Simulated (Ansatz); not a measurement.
Functionals compared on the (322) surface of tetragonal indium in its 1x1 cell, outermost plane spacing 0.43 Å in the ideal cut, in Ansatz (plane waves, PAW). The structure was relaxed with PBE; the other rows are single points on it. Cutoff 420 eV (500 eV for r2SCAN).

Slab: 25 atoms, 10.4 Å thick at the start (thin: gaps and levels are the slab's own); k 7x4x1, smearing 0.1 eV, dipole-corrected; all atoms relaxed; start symmetry kept, larger cells not searched; no spin, no spin-orbit, no U. These notes are the PBE run's.

```csv
functional,work function of the top face (eV),rough cost of the single point
PBE,3.90,–
LDA,…,roughly 7 core-minutes
PBEsol,3.98,around 6 core-minutes (rough)
RPBE,3.78,around 7 core-minutes (rough)
r2SCAN,4.05,roughly 14 core-minutes
```

Problem. Fill in the missing entries.

Solution. 
- LDA, work function of the top face (eV): 4.17

Ansatz is a program for electronic structure.
